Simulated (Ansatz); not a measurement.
The parent structure is Bi2Te3 in the Bi2Te3 type structure (space group R-3m, No. 166; a = 4.395 Å, c = 31.384 Å (hexagonal axes)).

The values are results of r2SCAN+rVV10, PAW, 500 eV (Ansatz, a first-principles code; no spin-orbit coupling), not measurements.

For the base:

The band gap is 0.68 eV. The electron mass comes out as 0.43 mₑ along c, 0.090 mₑ across (at Γ) and the density comes out as 7.60 g/cm³.

One thing is altered: a hydrostatic pressure of 0.7 GPa.

What happens to the band gap, electron mass and density?

The band gap shrinks by 0.08 eV to 0.60 eV; the electron mass becomes 0.34 mₑ along c, 0.089 mₑ across (at Γ) (base: 0.43 mₑ along c, 0.090 mₑ across (at Γ)); the density rises by 0.17 g/cm³ (7.60 g/cm³ → 7.77 g/cm³).

With Bi and Te present, leaving out spin-orbit coupling can change the band edges. Load acts through the strain it causes; cell and atoms are relaxed under it. Effective masses come from finite differences of ±0.01 Å⁻¹. Stability against distortions was not tested.
